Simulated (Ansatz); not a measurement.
The parent structure is Be in the hcp (Mg type) structure (space group P6_3/mmc, No. 194; a = 2.255 Å, c = 3.558 Å; relaxed with 0.1 eV smearing). Axes: x lies along a and z along c of the hexagonal cell.

Structures relaxed with Kohn–Sham DFT with the PBEsol functional, run in Ansatz (a quantum-chemistry and plane-wave program) with PAW and 420 eV plane waves, no spin-orbit coupling.

Base:

Simulated powder pattern, Cu Kα1, λ = 1.54056 Å (kinematic, ideal powder, no thermal factors, no anomalous dispersion; the 10 strongest lines at most, above 2 %, up to 2θ = 90°):

```
2θ (°)  I/Imax (%)    hkl
------  ----------  -----
46.46           26  (100)
51.31           25  (002)
53.48          100  (101)
71.70           14  (102)
86.18           19  (110)
```

After one change:

Simulated powder pattern, Cu Kα1, λ = 1.54056 Å (kinematic, ideal powder, no thermal factors, no anomalous dispersion; the 10 strongest lines at most, above 2 %, up to 2θ = 90°):

| 2θ (°) | I/Imax (%) |
|---|---|
| 46.46 | 12 |
| 47.41 | 27 |
| 51.31 | 40 |
| 53.48 | 55 |
| 54.34 | 100 |
| 71.70 | 7.1 |
| 72.43 | 16 |
| 86.87 | 20 |
| 88.96 | 9.5 |

Q: Name the change that was made.
(A) uniaxial strain ε_xx = +1.00 %
(B) uniaxial strain ε_xx = −2.00 %
(C) uniaxial strain ε_xx = −2.50 %
(D) uniaxial strain ε_xx = −1.00 %

A: C, uniaxial strain ε_xx = −2.50 %. Its volume per atom is 7.64 Å³ against 7.84 Å³, and its space group is Cmcm (No. 63).

Whether these cells are dynamically stable was not tested.
